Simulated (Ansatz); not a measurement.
## NiSi2: pressure series

Consider NiSi₂ (space group Fm-3m, No. 225; non-magnetic).

```cif
data_Ni4Si8
_chemical_formula_sum 'Ni4 Si8'
_space_group_name_H-M_alt 'Fm-3m'
_space_group_IT_number 225
_space_group_name_Hall '-F 4 2 3'
_cell_length_a 5.44450
_cell_length_b 5.44450
_cell_length_c 5.44450
_cell_angle_alpha 90.000
_cell_angle_beta 90.000
_cell_angle_gamma 90.000
loop_
_atom_site_label
_atom_site_type_symbol
_atom_site_symmetry_multiplicity
_atom_site_Wyckoff_symbol
_atom_site_fract_x
_atom_site_fract_y
_atom_site_fract_z
_atom_site_occupancy
Ni1 Ni 4 a 0.00000 0.00000 0.00000 1
Si1 Si 8 c 0.25000 0.25000 0.25000 1
```
(The calculation used a cell of 3 atoms; values per cell refer to that cell.)

Cell and atoms are relaxed at each pressure.

Computed with PBE in Ansatz (plane waves to 420 eV, PAW, no SOC).

Notes on the quantities. enthalpy: H = E + PV relative to the base's energy.

```json
[
 {"case": "base", "enthalpy": "–", "volume per atom": "13.45 Å³"},
 {"case": "pressure −2 GPa", "enthalpy": "-0.17 eV/atom", "volume per atom": "13.64 Å³"},
 {"case": "pressure −1 GPa", "enthalpy": "-0.08 eV/atom", "volume per atom": "13.54 Å³"},
 {"case": "pressure 3 GPa", "enthalpy": "+0.25 eV/atom", "volume per atom": "13.19 Å³"},
 {"case": "pressure 7 GPa", "enthalpy": "+0.57 eV/atom", "volume per atom": "12.88 Å³"},
 {"case": "pressure 15 GPa", "enthalpy": "+1.20 eV/atom", "volume per atom": "12.36 Å³"},
 {"case": "pressure 30 GPa", "enthalpy": "+2.33 eV/atom", "volume per atom": "11.62 Å³"},
 {"case": "pressure 50 GPa", "enthalpy": "+3.73 eV/atom", "volume per atom": "10.90 Å³"},
 {"case": "pressure 75 GPa", "enthalpy": "+5.37 eV/atom", "volume per atom": "10.24 Å³"},
 {"case": "pressure 100 GPa", "enthalpy": "+6.93 eV/atom", "volume per atom": "9.72 Å³"}
]
```

Load acts through the strain it causes; cell and atoms are relaxed under it. Stability against distortions was not tested. No other phases were tried under pressure. Seeded moments were not kept for the base. All final runs are without spin polarisation.

Ansatz is a quantum-chemistry and plane-wave program.
